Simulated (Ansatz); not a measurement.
The parent structure is Be2C (space group Fm-3m, No. 225).

```
Be2C
1.0
    0.00000     2.15532     2.15532
    2.15532     0.00000     2.15532
    2.15532     2.15532     0.00000
Be C
2 1
Direct
  0.25000   0.25000   0.25000
  0.75000   0.75000   0.75000
  0.00000   0.00000   0.00000
```

Cartesian axes are those of the cell as printed.

Computed with PBEsol, PAW, 420 eV (Ansatz, a quantum-chemistry and plane-wave program; scalar-relativistic without spin-orbit coupling).

Strains are applied to the cell and any free atomic positions relax; under biaxial strain the out-of-plane vector relaxes too.

One change was made to it. Results:

The energy rises by 24 meV/atom; the smallest direct gap falls by 0.15 eV to 3.97 eV.

Q: Which of these changes matches the shifts?
(A) biaxial strain −3.00 %, plane normal [001], relaxed out of plane
(B) biaxial strain −1.00 %, plane normal [001], relaxed out of plane
(C) biaxial strain +3.00 %, plane normal [001], relaxed out of plane
(D) biaxial strain −2.50 %, plane normal [001], relaxed out of plane

A: A, biaxial strain −3.00 %, plane normal [001], relaxed out of plane. For comparison, the energy relative to the base in the other runs: biaxial strain −1.00 %, plane normal [001], relaxed out of plane gives +2.5 meV/atom; biaxial strain −2.50 %, plane normal [001], relaxed out of plane gives +16 meV/atom; biaxial strain +3.00 %, plane normal [001], relaxed out of plane gives +21 meV/atom.

Stability against distortions was not tested.
